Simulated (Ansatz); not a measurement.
Base system: Cu in the fcc (Cu type) structure (space group Fm-3m, No. 225; a = 3.5184 Å; relaxed with 0.1 eV smearing). Axes: x, y, z lie along the cube axes.

The values are results of LDA (Ansatz, a quantum-chemistry and plane-wave program, PAW, no SOC), not measurements.

Strains are applied to the cell and any free atomic positions relax.

One change was made to it. Results:

```json
[
 {"quantity": "shortest interatomic distance", "base": "2.488 Å", "after": "2.475 Å"},
 {"quantity": "energy relative to the base (free energy F)", "base": "0 meV/atom", "after": "+0.8 meV/atom"}
]
```

Question: What was done to the base?
A) uniaxial strain ε_zz = +1.00 %
B) uniaxial strain ε_zz = −2.00 %
C) uniaxial strain ε_zz = −1.00 %

Answer: C, uniaxial strain ε_zz = −1.00 %. For comparison, the shortest interatomic distance in the other runs: uniaxial strain ε_zz = −2.00 % gives 2.463 Å; uniaxial strain ε_zz = +1.00 % gives 2.488 Å.

Stability against distortions was not tested. The final runs are not spin-polarised.
